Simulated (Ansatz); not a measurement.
The structure below was relaxed with PBEsol (Ansatz, a program for electronic structure; PAW; 420 eV plane waves; no spin-orbit coupling), at pressure 3 GPa.

```
Sr
1.0
    0.00000     2.79036     2.79036
    2.79036     0.00000     2.79036
    2.79036     2.79036     0.00000
Sr
1
Direct
  0.00000   0.00000   0.00000
```

Find the space group and the Wyckoff positions.

Space group Fm-3m (No. 225); a = b = c = 5.581 Å, α = β = γ = 90.00°

| atom | site | symmetry | x | y | z |
|---|---|---|---|---|---|
| Sr | 4a | m-3m | 0.0000 | 0.0000 | 0.0000 |

Describe the coordination.

The crystal has 4 atoms in its conventional cell. Conventional cell: a = 5.5807 Å, b = 5.5807 Å, c = 5.5807 Å, α = 90.00°, β = 90.00°, γ = 90.00°. Sr is surrounded by 12 Sr at 3.946 Å (cuboctahedral). (Neighbours: up to the widest gap in distance over summed covalent radii, below 1.35, at either atom.)

Load acts through the strain it causes; cell and atoms are relaxed under it. Whether these cells are dynamically stable was not tested. The cell was made from Sr in the fcc (Cu type) structure (space group Fm-3m, No. 225) by this change: pressure 3 GPa.
